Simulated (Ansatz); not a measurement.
Consider Ru in the hcp (Mg type) structure (space group P6_3/mmc, No. 194; a = 2.704 Å, c = 4.263 Å; relaxed with 0.1 eV smearing). Axes: x lies along a and z along c of the hexagonal cell.

Calculations: Ansatz (a program for electronic structure), r2SCAN, PAW, cutoff 500 eV, no spin-orbit coupling.

It is then changed as follows: uniaxial strain ε_zz = −2.00 %, all other strain components held at zero; the atoms relax in the strained cell.

Predict the stress tensor and what it implies for the stiffness.

Stress of the strained cell less that of the base (GPa, compression positive):
```
    4.1     0.0     0.0
    0.0     4.1     0.0
    0.0     0.0    14.8
```

Then −Δσ_ii/ε with ε = -0.0200 gives secant stiffness values (nonlinear terms included at this strain): C33 ≈ 739 GPa, C13 ≈ 205 GPa and C23 ≈ 205 GPa.

As a check, the harmonic strain energy −½ V₀ Δσ:ε is 12 meV/atom; the computed energy rise is 12 meV/atom.

Stability against distortions was not tested. All final runs are without spin polarisation.
